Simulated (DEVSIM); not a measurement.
System: Cr/SiO2/n-Si capacitor, at 300 K.

Layer 1 from the left is SiO2, thickness (nm) 1.60. Layer 2 from the left is Si, thickness (nm) 4400, Nd (cm⁻³) 8.5e15.

Metal gate on the left, work function 4.5 eV. Fixed charge at the semiconductor interface 0 cm⁻² (in units of +e); no interface traps.

The device is made up for the run: typed textbook-type constants, with dimensions and the other settings drawn at random. Values at 300 K.

SiO2: gap (eV) 9, affinity (eV) 0.9, permittivity 3.9. Si: gap (eV) 1.124, affinity (eV) 4.05, permittivity 11.7, Nc (cm⁻³) 2.86e19, Nv (cm⁻³) 3.1e19.

Task: Estimate by hand the flat-band voltage, the threshold voltage, and compare with a numerical solution.

Result: 
- Flat-band voltage: C = 2.16 μF/cm², work-function difference 0.240 V; VFB = φms − qNf/C = 0.24 V; numerical 0.24 V.
- Threshold voltage: φF = 0.351 V, depletion charge √(4εqNφF) = 4.45e-8 C/cm²; VT = VFB − 2φF − Qd/C = -0.48 V; numerical -0.48 V.

Simulated with DEVSIM: 1D Poisson equation in equilibrium, Boltzmann statistics, complete ionisation; no quantum confinement or tunnelling. Metal contacts follow the ideal Schottky-Mott rule: no Fermi-level pinning, no interface dipoles.
